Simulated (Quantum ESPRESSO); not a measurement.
# Equation of state of rock-salt HfC (space group 225): energy against volume (Quantum ESPRESSO, PBE)

```
HfC
1.0
    0.00000     2.27875     2.27875
    2.27875     0.00000     2.27875
    2.27875     2.27875     0.00000
Hf C
1 1
Direct
  0.00000   0.00000   0.00000
  0.50000   0.50000   0.50000
```

Level of theory: PBE, PSlibrary PAW (PBE) pseudopotentials (plane waves; Quantum ESPRESSO). Settings: ecutwfc = 72 Ry; ecutrho = 576 Ry; occupations = smearing; smearing = fd; degauss = 0.0036749 Ry; potentials = {Hf: Hf.pbe-spn-kjpaw_psl.1.0.0.UPF, C: C.pbe-n-kjpaw_psl.1.0.0.UPF}; K_POINTS = automatic 22 22 22 0 0 0; conv_thr = 1e-10 Ry; mixing_beta = 0.5. The cell above is the first row's. The rows scale it uniformly. In all rows fractional positions and the k mesh are held. E is the free energy at the stated smearing, counted from the lowest row.

```csv
V (Å^3/atom),E (meV/atom)
11.833,23.18
12.090,7.01
12.347,0.00
12.605,1.26
12.862,9.96
13.119,25.39
13.376,46.89
13.633,73.86
13.891,?
```

Fit E of the 8 rows that show it with the third-order Birch-Murnaghan form, a cubic in V^(-2/3). With u = V^(-2/3) - 0.184, the rows have u = 0.008577, 0.005838, 0.003194, 0.000631, -0.001837, -0.004224, -0.006534, -0.008771. Least squares gives E = 2.780 - 2800.16·u + 604220·u² - 54714·u³. Residuals (row less fit): 0.002, -0.005, 0.001, 0.006, -0.003, -0.003, 0.002, 0.000; standard error 0.005 (degrees of freedom: 4). Its minimum lies at u = 0.002318, so V0 = (0.186318)^(-3/2) = 12.43. There d²E/du² = 1208000 and d³E/du³ = -328300, so B0 = (4/9) × 12.43^(-7/3) × 1208000 × 0.160218 = 240 GPa (the last factor turns the table's units into GPa), and B0' = 4 + (2/3) × 0.186318 × (-328300)/1208000 = 4.0. The program's pressures in the fitted runs (not shown) pass through zero at V = 12.43, 0.07 % from this V0.

Question: Predict the withheld E at V = 13.891 from the fit, and compare with the calculation.

Answer: u = -0.010948, so E = 2.780 - 2800.16 × (-0.010948) + 604220 × (-0.010948)² - 54714 × (-0.010948)³ = 105.929 meV/atom. The calculation gives 105.75 meV/atom, 0.179 meV/atom below the prediction (0.2 % of the range of E in the table). The row lies outside the fitted rows, so this is an extrapolation. From the scatter of the fitted rows alone, a prediction at this place has a standard error of 0.012 meV/atom, so the miss is 15.2 times that.

Carrying the step between the two nearest rows on in a straight line would have given 100.93, off by 4.82; series whose last step already gives the withheld value aren't shown. The scan was laid around a cell of about the measured size, scaled by a guess for this functional. The runs keep the symmetry of the cell, so they don't test it for distortions. Spin-orbit coupling is off. Cutoffs and mesh are single choices, not tested for convergence of this quantity. Series with a scatter that would blur these digits, or in which a gap closes, are not shown. Nor are scans whose minimum lies at an end fitted in this form.

Terms beyond the fitted order, or numerical noise in single rows, can give a miss of this size; the table doesn't tell which.
